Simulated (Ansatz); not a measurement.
Take PtS2 in the CdI2 type structure (space group P-3m1, No. 164; a = 3.5523 Å, c = 5.1280 Å; layered, stacked along the Cartesian z axis) as the base. Axes: x lies along a and z along c of the hexagonal cell.

All numbers come from r2SCAN+rVV10 (Ansatz, an electronic-structure program; PAW; 500 eV plane waves; no spin-orbit coupling).

Now apply this change: uniaxial strain ε_zz = +0.88 %, all other strain components held at zero; the atoms relax in the strained cell.

### Question
Predict the new stress.

### Answer
The stress (xx, yy, zz, yz, xz, xy; compression positive) comes out as (-0.23, -0.23, -0.20, 0.00, 0.00, 0.00) GPa.

No phonon test of stability was made.
